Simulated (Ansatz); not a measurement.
The reference is Cr in the bcc (W type) structure (space group Im-3m, No. 229; a = 2.830 Å; not spin-polarised; relaxed with 0.1 eV smearing). Axes: x, y, z lie along the cube axes.

Level of theory: DFT with r2SCAN, PAW potentials and a 500 eV plane-wave cutoff in Ansatz (a program for electronic structure), without spin-orbit coupling.

A first run, uniaxial strain ε_yy = +1.85 %, gives secant values C11 ≈ 500 GPa and C12 ≈ 140 GPa from its stress. A second run applies biaxial strain −1.44 %, plane normal [001], relaxed out of plane.

**Question.** What does linear elasticity predict for −ε⊥/ε∥ in the second run, and what does the run give?

**Answer.** Linear elasticity: 2 C12/C11 = 0.56. The run gives 0.58; any difference comes from nonlinear terms at these strains and numerical noise.

Whether these cells are dynamically stable was not tested. All final runs are without spin polarisation. Real Cr is antiferromagnetic at low temperature and ambient pressure, an order that this cell doesn't hold.
